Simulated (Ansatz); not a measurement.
Input:

End structure of Ag on the 1x1 (111) surface of fcc Al, one in a 2x2 cell, started at the site 'hollow Al-Al-Al over Al at depth 2.3 Å':

```xyz
17
Lattice="5.7162 0.0000 0.0000 -2.8581 4.9504 0.0000 0.0000 0.0000 26.5000" Properties=species:S:1:pos:R:3 pbc="T T T"
Al     0.0000     1.6501     9.7631
Al    -1.4290     4.1253     9.7631
Al     2.8581     1.6501     9.7631
Al     1.4290     4.1253     9.7631
Al     1.4290     0.8251    12.1036
Al     0.0000     3.3002    12.1036
Al     4.2871     0.8251    12.1036
Al     2.8581     3.3002    12.1036
Al     0.0000     0.0000    14.4691
Al    -1.4256     2.4771    14.3938
Al     2.8581    -0.0039    14.3938
Al     1.4256     2.4771    14.3938
Al     0.0000     1.6929    16.7715
Al    -1.3920     4.1039    16.7715
Al     2.8581     1.6501    16.7310
Al     1.3920     4.1039    16.7715
Ag     0.0000     0.0000    18.7710
```

Model: 17-atom slab, 7.0 Å thick at the start under the adsorbate (thin: gaps and levels are the slab's own), 6x6x1 mesh, Fermi-Dirac 0.1 eV, dipole correction, 8 atoms held, the rest relaxed; held to the start's symmetry, so lower structures may exist; no spin, no spin-orbit, no U, no dispersion correction. At the end it is bonded to 3 Al. In PBE it is, or lies within 0.03 eV of, the lowest of the starts that converged.

A negative adsorption energy means that the adsorbate is more stable on the surface than in its reference.

Give the work function of the top face at the level PBE in Ansatz (a quantum-chemistry and plane-wave program).

3.79 eV

What adsorption energy against an atom of fcc Ag does PBE give?

0.47 eV

What is the computed change of the step from the bottom to the top vacuum level, against the clean slab (PBE)?

-0.27 eV

What change of the work function does PBE give?

-0.24 eV
